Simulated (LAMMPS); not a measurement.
An MD run on CdTe (zinc blende), a cell 112 Å long along the (110) normal (2304 atoms) with 68 % of it melted and the whole then held at 1220 K and zero normal pressure.

All values are model results, not measurements: classical MD, pair style sw, file CdTe.sw; code LAMMPS.

The interface speed (growth positive) is 3.7 ± 0.1 m/s and the direction is the crystal grows. The cost is roughly 20 core-minutes.

Potential: file CdTe.sw of the LAMMPS distribution; its header cites Wang, Stroud and Markworth, Phys Rev B, 40, 3129 (1989).

Caution: the real compound melts congruently only under the pressure of its own vapour and loses its more volatile element when open.

The ± values are statistical; the model's systematic error is not in them.

| t (ps) | crystalline share |
|---|---|
| 0.000 | 0.316 |
| 15.00 | 0.331 |
| 30.00 | 0.354 |
| 45.00 | 0.354 |
| 60.00 | 0.358 |
| 75.00 | 0.360 |
| 90.00 | 0.371 |
| 105.0 | 0.383 |
| 120.0 | 0.399 |
| 135.0 | 0.397 |
| 150.0 | 0.430 |
| 165.0 | 0.428 |
| 180.0 | 0.443 |
| 195.0 | 0.441 |
| 210.0 | 0.472 |
| 225.0 | 0.488 |
| 240.0 | 0.475 |
| 255.0 | 0.479 |
| 270.0 | 0.483 |
| 285.0 | 0.511 |
| 300.0 | 0.508 |
| 315.0 | 0.513 |
| 330.0 | 0.540 |
| 345.0 | 0.568 |
| 360.0 | 0.570 |
| 375.0 | 0.557 |
| 390.0 | 0.564 |
| 405.0 | 0.584 |
| 420.0 | 0.612 |
| 435.0 | 0.614 |
| 450.0 | 0.626 |
| 465.0 | 0.634 |
| 480.0 | 0.613 |
| 495.0 | 0.672 |
| 510.0 | 0.662 |
| 525.0 | 0.695 |
| 540.0 | 0.682 |
| 555.0 | 0.688 |
| 570.0 | 0.661 |
| 585.0 | 0.703 |
| 600.0 | 0.709 |
